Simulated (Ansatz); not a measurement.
Start from Hf (space group P6/mmm, No. 191; a = 4.919 Å, c = 3.061 Å; a cell from a computed database, its experimental status unchecked).

Perturbation: a hydrostatic pressure of 0.7 GPa.

Levels (all Ansatz, an electronic-structure program, PAW): PBEsol (420 eV, spin-orbit coupling left out); PBEsol+SOC (420 eV, with spin-orbit coupling).

The geometry is relaxed with PBEsol.

| Quantity | Value |
|---|---|
| PBEsol pressure | 0.7 GPa |

### Question
How does going to PBEsol+SOC change the pressure?

### Answer
The pressure falls by 0.3 GPa (0.7 GPa → 0.4 GPa).

Single points use the geometry relaxed with PBEsol. Differences between runs with and without spin-orbit coupling are approximate. Load acts through the strain it causes; cell and atoms are relaxed under it. Stability against distortions was not tested. The runs without spin-orbit coupling are not spin-polarised. This is not the structure that Hf has at room temperature and ambient pressure.
